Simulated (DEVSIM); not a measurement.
Structure: abrupt Si p-n junction, at 350 K.

```csv
layer (left to right),material,thickness (μm),Nd (cm⁻³),Na (cm⁻³),τn (s),τp (s)
1,Si,54.0,-,2e15,1.9e-6,1.9e-6
2,Si,0.850,1.6e14,-,1.9e-6,1.9e-6
```

Left contact: ohmic. Right contact: ohmic. Voltage is applied to the left contact. Recombination: SRH at mid-gap, radiative. Gap narrowing is on: ΔEg = 6.92 meV × (l + √(l² + 0.5)), l = ln(N/1.3e17 cm⁻³), shared equally by both band edges. Mobility is μmin + (μ − μmin)/(1 + (N/Nref)^α).

The device is made up for the run: typed textbook-type constants, with dimensions and the other settings drawn at random. Values at 300 K; Nc and Nv go as T^1.5, mobilities as T to minus their exponent, the gap by Varshni's rule with the affinity fixed.

| parameter | Si |
|---|---|
| gap (eV) | 1.124 |
| affinity (eV) | 4.05 |
| permittivity | 11.7 |
| Nc (cm⁻³) | 2.86e19 |
| Nv (cm⁻³) | 3.1e19 |
| μn (cm²/Vs) | 1417 |
| μp (cm²/Vs) | 470 |
| μn,min | 52 |
| μp,min | 45 |
| Nref,n | 9.7e16 |
| Nref,p | 2.2e17 |
| αn | 0.68 |
| αp | 0.72 |
| T exponent of μn | 2.3 |
| T exponent of μp | 2.2 |
| B (cm³/s) | 4.7e-15 |
| Varshni α (eV/K) | 0.000473 |
| Varshni β (K) | 636 |

Simulated with DEVSIM: 1D drift-diffusion, Boltzmann statistics, complete ionisation; no tunnelling, impact ionisation, image-force lowering or self-heating.

Tabulate band edges, carrier densities and field at zero bias.

Energies count from the Fermi level of the right contact; mesh points crowd at the junctions.

| x (μm) | Ec (eV) | Ev (eV) | n (cm⁻³) | p (cm⁻³) | field (V/cm) |
|---|---|---|---|---|---|
| 0.000 | 0.812 | -0.298 | 7.2e7 | 2.0e15 | ≈ 0 |
| 0.03490 | 0.812 | -0.298 | 7.2e7 | 2.0e15 | ≈ 0 |
| 0.1147 | 0.812 | -0.298 | 7.2e7 | 2.0e15 | ≈ 0 |
| 0.3163 | 0.812 | -0.298 | 7.2e7 | 2.0e15 | ≈ 0 |
| 1.042 | 0.812 | -0.298 | 7.2e7 | 2.0e15 | ≈ 0 |
| 2.592 | 0.812 | -0.298 | 7.2e7 | 2.0e15 | ≈ 0 |
| 6.392 | 0.812 | -0.298 | 7.2e7 | 2.0e15 | ≈ 0 |
| 20.08 | 0.812 | -0.298 | 7.2e7 | 2.0e15 | ≈ 0 |
| 38.76 | 0.812 | -0.298 | 7.2e7 | 2.0e15 | ≈ 0 |
| 47.54 | 0.812 | -0.298 | 7.2e7 | 2.0e15 | ≈ 0 |
| 51.38 | 0.812 | -0.298 | 7.2e7 | 2.0e15 | ≈ 0 |
| 53.21 | 0.812 | -0.298 | 7.3e7 | 2.0e15 | ≈ 0 |
| 53.68 | 0.808 | -0.302 | 8.4e7 | 1.7e15 | -440 |
| 53.88 | 0.782 | -0.328 | 2.0e8 | 7.4e14 | -2600 |
| 53.98 | 0.746 | -0.364 | 6.5e8 | 2.2e14 | -4900 |
| 54.01 | 0.733 | -0.378 | 1.0e9 | 1.4e14 | -5400 |
| 54.05 | 0.710 | -0.400 | 2.1e9 | 6.7e13 | -5300 |
| 54.14 | 0.663 | -0.448 | 1.0e10 | 1.4e13 | -5000 |
| 54.47 | 0.512 | -0.599 | 1.6e12 | 9.3e10 | -4100 |
| 54.70 | 0.423 | -0.688 | 2.9e13 | 4.9e9 | -3600 |
| 54.80 | 0.389 | -0.721 | 8.9e13 | 1.6e9 | -3500 |
| 54.85 | 0.372 | -0.739 | 1.6e14 | 9.0e8 | -3400 |
